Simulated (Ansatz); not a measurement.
Adsorption energy and surface dipole of Cl on the 1x1 (111) surface of fcc Al, one in a 2x2 cell, started at the site 'top Al', worked from the runs' numbers; total energies count from the potentials' own zero.

Computed with PBE (plane waves to 420 eV, PAW; Ansatz, a first-principles code).

Slab: 17 atoms, 7.0 Å thick at the start under the adsorbate (thin: gaps and levels are the slab's own); k 6x6x1, smearing 0.1 eV, dipole-corrected; 8 atoms held, the rest relaxed; symmetry of the start imposed; no spin, no spin-orbit, no U, no dispersion correction. At the end it is bonded to Al. In PBE it is, or lies within 0.03 eV of, the lowest of the starts that converged.

| quantity | value |
|---|---|
| slab with the adsorbate | -9678.504 eV |
| clean slab, same cell and mesh | -8597.019 eV |
| reference, ½ Cl2(g) | -1079.444 eV |
| area of the cell | 28.30 Å² |
| change of the step from the bottom to the top vacuum level | 1.640 eV |

**Question.** What is the adsorption energy against this reference?

**Answer.** E(slab + adsorbate) − E(slab) − E(reference) = -2.04 eV, so in this state the adsorbate is more stable than in the reference, at a coverage of 3.53 a nm².

**Question.** What dipole does adsorption add to the slab along the outward normal (Helmholtz relation, ε₀ = 0.005526 e/(V·Å))?

**Answer.** p = −ε₀·A·ΔV = -0.256 e·Å = -1.23 D; its negative end points to the vacuum, which raises the vacuum level.
